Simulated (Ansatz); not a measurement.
**Co₃PtC (model structure, started from the Mn3GaN type, Pm-3m, No. 221, 5 atoms in the cell)**

These are r²SCAN (Ansatz, an electronic-structure program, PAW) values and carry that method's errors.

Run with plane-wave cutoff 560 eV, 14×14×14 k mesh, Fermi–Dirac smearing 0.05 eV, spin-polarised with parallel moments, scalar-relativistic PAW data made under PBE.

Cell (relaxed at this level):

```yaml
crystal:
  lattice:
    - [3.80590, 0.00000, 0.00000]
    - [0.00000, 3.80590, 0.00000]
    - [0.00000, 0.00000, 3.80590]
  atoms:
    - { symbol: Co, position: [0.50000, 0.50000, 0.00000], spin: 3.0 }
    - { symbol: Co, position: [0.00000, 0.50000, 0.50000], spin: 3.0 }
    - { symbol: Co, position: [0.50000, 0.00000, 0.50000], spin: 3.0 }
    - { symbol: Pt, position: [0.00000, 0.00000, 0.00000] }
    - { symbol: C, position: [0.50000, 0.50000, 0.50000] }
```

For Co₃PtC (model structure, started from the Mn3GaN type, Pm-3m, No. 221, 5 atoms in the cell), the band gap is zero (no gap) and the bulk modulus is 227 GPa.

Note: the magnetic order was assumed, not searched for or taken from measurement; the bulk modulus is −V dP/dV from two relaxed cells at ±2 % in volume; the relaxation could raise the start's symmetry but not lower it, so the cell can be a saddle point.

Spins in the cell block are starting values.

Spin–orbit coupling is not included; it can open a gap where bands touch, and shift volumes and moduli.

The computed numbers hold no vibrational or temperature effects.

Cost on a shared machine: roughly 9 core-minutes.

A model structure was made by putting elements into a prototype or built by hand; it is no filed structure, need not be a known phase, and can be a saddle point held by its symmetry.
